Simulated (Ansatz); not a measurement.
## Computed paths: interstitial Al in 2H silicon carbide, charge state +1

Defect migration in 2H silicon carbide: interstitial Al, charge state +1. These are PBE, PAW (plane waves to 420 eV; Ansatz, a program for electronic structure) values and carry that method's errors.

72-site cell at the relaxed PBE lattice, the Γ point alone, smearing 0.01 eV, spin-restricted, no finite-size correction. Energies are static. The host's phase is taken as given; its stability against other phases was not computed. The charge state is imposed; whether it is stable for some Fermi level was not computed. Sites that were not tried may lie lower.

Barriers: single points on a 2×2×2 k-point mesh shifted by half a step along c at the bands' geometries (they differ from the bands' own by up to 0.29 eV, and are uncertain by about as much).

| Route | Start site over the lowest site run (eV) | Hop (Å) | Forward barrier (eV) | Backward barrier (eV) | Neighbours at the start | Neighbours at the saddle | Saddle order | Forward, on the band's own sampling (eV) |
|---|---|---|---|---|---|---|---|---|
| a concerted move, in which Si travels most (a rearrangement that moves the defect's centre by under 1 Å) | 0.00 | 1.92 | 1.85 | 1.85 | Al at 2.23; C at 1.79, 2 C at 2.02; 2 Si at 2.32 Å | Al at 2.15; C at 1.77, C at 1.83 Å | not checked | 2.14 |
| Al moves alone to another site | 0.47 | 2.54 | 2.40 | 2.40 | 3 C at 1.91; 3 Si at 2.31, 3 Si at 2.38 Å | 3 C at 1.91; 3 Si at 2.12 Å | not checked, on a symmetry element | 2.65 |

Paths come from nudged elastic bands with a climbing image.  A band can be held on a symmetry element, so unchecked saddle points there may be too high. A further band (a concerted move, in which Al travels most, 1.67 Å) gave 0.85 eV forward on its own sampling, 0.85 eV above the lowest site run, but a shoulder points to a second hump between its images, so it is not taken as a result.

The whole set of runs took about 0.6 core-hours (a rough figure).
